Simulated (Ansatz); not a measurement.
This Ansatz (an electronic-structure program) input is the reference run, SnO2 in the rutile structure (space group P4_2/mnm, No. 136), computed with PBE in Ansatz (plane waves to 420 eV, PAW, no SOC):

Ansatz 0.2 input:
```yaml
crystal:
  lattice:
    - [4.8275707285, 0, 0]
    - [0, 4.8275707285, 0]
    - [0, 0, 3.2381316894]
  atoms:
    - { symbol: Sn, position: [0, 0, 0] }
    - { symbol: Sn, position: [0.5, 0.5, 0.5] }
    - { symbol: O, position: [0.3065802108, 0.3065802108, 0] }
    - { symbol: O, position: [0.8065802108, 0.1934197892, 0.5] }
    - { symbol: O, position: [0.1934197892, 0.8065802108, 0.5] }
    - { symbol: O, position: [0.6934197892, 0.6934197892, 0] }
basis: { ecutwfc: 420, ecutrho_ratio: 4, xc_grid: 2, fft_grid_basis: typed }
kpoints: { mp_grid: { grid: [7, 7, 10] } }
hamiltonian:
  xc: pbe
  dispersion: none
  pseudopotentials: { kind: paw }
scf: { occupations: { method: fermi_dirac, width: 0.05 }, convergence: { dr2_threshold: 0.0000000006 } }
output: { forces: true, stress: true }
checkpoint: { write: state.ck, write_every: 1000 }
```

Q: Write the input for this change: uniaxial strain ε_zz = −1.20 %, all other strain components held at zero; the atoms relax in the strained cell.

A: 
Ansatz 0.2 input:
```yaml
crystal:
  lattice:
    - [4.8275707285, 0, 0]
    - [0, 4.8275707285, 0]
    - [0, 0, 3.1992741091]
  atoms:
    - { symbol: Sn, position: [0, 0, 0] }
    - { symbol: Sn, position: [0.5, 0.5, 0.5] }
    - { symbol: O, position: [0.3065802108, 0.3065802108, 0] }
    - { symbol: O, position: [0.8065802108, 0.1934197892, 0.5] }
    - { symbol: O, position: [0.1934197892, 0.8065802108, 0.5] }
    - { symbol: O, position: [0.6934197892, 0.6934197892, 0] }
basis: { ecutwfc: 420, ecutrho_ratio: 4, xc_grid: 2, fft_grid_basis: typed }
kpoints: { mp_grid: { grid: [7, 7, 10] } }
hamiltonian:
  xc: pbe
  dispersion: none
  pseudopotentials: { kind: paw }
scf: { occupations: { method: fermi_dirac, width: 0.05 }, convergence: { dr2_threshold: 0.0000000006 } }
relax: { f_tol: 0.005, max_steps: 50 }
output: { forces: true, stress: true }
checkpoint: { write: state.ck, write_every: 1000 }
```
This is the input that was run.

Whether these cells are dynamically stable was not tested.
